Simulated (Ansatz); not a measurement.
Worked example: zone-centre phonon calculation of LuBRh3 (Pm-3m, 5 atoms in the cell) in Ansatz (a program for electronic structure).

Level of theory: LDA (PW92), default PAW files made with PBE (plane waves; Ansatz).

```
LuBRh3
1.0
    4.15822     0.00000     0.00000
    0.00000     4.15822     0.00000
    0.00000     0.00000     4.15822
Lu B Rh
1 1 3
Cartesian
  0.00000   0.00000   0.00000
  2.07911   2.07911   2.07911
  0.00000   2.07911   2.07911
  2.07911   0.00000   2.07911
  2.07911   2.07911   0.00000
```

Reference input (self-consistent single point, DFT, LDA (PW92), plane waves, default PAW files made with PBE): basis.ecutwfc = 420 eV; kpoints.mp_grid.grid = 8 8 8; hamiltonian.xc = lda; hamiltonian.pseudopotentials = {kind: paw} (the program's default PAW files); scf.occupations.method = gaussian; scf.occupations.width = 0.1 eV. This run's input differs from it in these lines:

Ansatz 0.2 input:
```diff
@@ -16,3 +16,3 @@
   mp_grid:
-    grid: [8, 8, 8]
+    grid: [6, 6, 6]
 hamiltonian:
@@ -25,6 +25,4 @@
     width: 0.1
-output:
-  forces: true
-  eigenvalues: true
-  stress: true
+phonons:
+  method: dfpt
```

Output (repeated stretches shortened):

```
SCF iter   1: F=—  HF=-33482.623265 eV  |F-HF|=—  |Δ(HF+E_count)|=         —  Δρ=9.00e-3  dr2=5.01e-2  ethr=1.77e-3  ⟨swp⟩=6.5  Hψ=13032  notcnv=0
all-band conjugate gradients solve this SCF's bands
preconditioner: auto → Resta (q_TF=auto, 2.771 Å⁻¹)
SCF iter   2: F=—  HF=-33482.611802 eV  |F-HF|=—  |Δ(HF+E_count)|=   1.15e-2  Δρ=4.46e-3  dr2=1.21e-2  ethr=6.34e-5  ⟨swp⟩=2.0  Hψ=6276  notcnv=0  defer=7
   [... lines left out ...]
SCF iter   8: F=—  HF=-33482.609199 eV  |F-HF|=—  |Δ(HF+E_count)|=   3.02e-6  Δρ=1.12e-5  dr2=6.81e-8  ethr=6.50e-10  ⟨swp⟩=2.1  Hψ=5502  notcnv=0  defer=10
SCF iter   9: F=—  HF=-33482.609199 eV  |F-HF|=—  |Δ(HF+E_count)|=   1.82e-8  Δρ=8.19e-7  dr2=2.89e-10  ethr=8.62e-11  ⟨swp⟩=2.0  Hψ=5437  notcnv=0  defer=10
SCF iter  10: F=—  HF=-33482.609199 eV  |F-HF|=—  |Δ(HF+E_count)|=  6.26e-10  Δρ=4.03e-7  dr2=6.33e-11  ethr=1.00e-12  ⟨swp⟩=3.0  Hψ=7165  notcnv=0  defer=10
SCF iter  11: F=-33482.609199 eV  HF=-33482.609199 eV  |F-HF|=1.46e-11  |Δ(HF+E_count)|=  1.46e-11  Δρ=8.20e-8  dr2=2.19e-12  ethr=1.00e-12  ⟨swp⟩=13.2  Hψ=23364  notcnv=0
SCF 1 converged in 11 iterations: F = -33482.609199 eV  dr2 = 2.19e-12
DFPT response loops at Γ: preconditioner auto → Kerker (q_TF=auto, 2.771 Å⁻¹) (partly filled bands, converged f_vac=0.000) …
Free energy (F): -33482.609199 eV
Internal energy: -33482.588197 eV  (E = F + TS)
E sigma→0 (E₀):  -33482.598698 eV
Entropy (-TS):   -0.021002 eV (-4.200 meV/atom)
Fermi energy:    18.590109 eV
--- Phonons (Γ-DFPT): 4 representative perturbations + reference, on 64 of 216 k-points (Σ response iterations 14) ---
  k mesh reduced under 8 symmetry operations, with k and −k counted as one. Each operation leaves every solved displacement unchanged or reverses it
  ASR residual: 9.130e-5 → 0.000e0 eV/Å²; symmetrization residual: 2.932e-6 eV/Å²
  ASR residual per site (eV/Å²): 9.13e-5 4.64e-6 3.01e-5 3.01e-5 3.01e-5
  Γ frequencies (cm⁻¹): 0.00 0.00 0.00 106.61 106.61 106.61 136.30 136.30 136.30 139.89 139.89 139.89 514.26 514.26 514.26
  non-analytic LO–TO correction: not included (Born effective charges unavailable; polar crystals: no LO–TO splitting at Γ)
```

The run converged in 11 iterations. 

Summary of the result:
| Item | Value |
|---|---|
| Free energy E − TS (on the zero of these files) | -33482.6092 eV |
| Fermi level (on the code's own zero) | 18.59 eV |
| Zone-centre frequencies (cm⁻¹; negative means imaginary) | 0, 0, 0, 107, 107, 107, 136, 136, 136, 140, 140, 140, 514, 514, 514 |

The starting cell comes from a database of computed structures (which also holds hypothetical and non-ambient phases and stackings), without a prior relaxation at this level. Its lattice was rescaled by up to half a per cent. Spin polarisation is off.

Cost on one core of a shared machine: roughly 3 min.
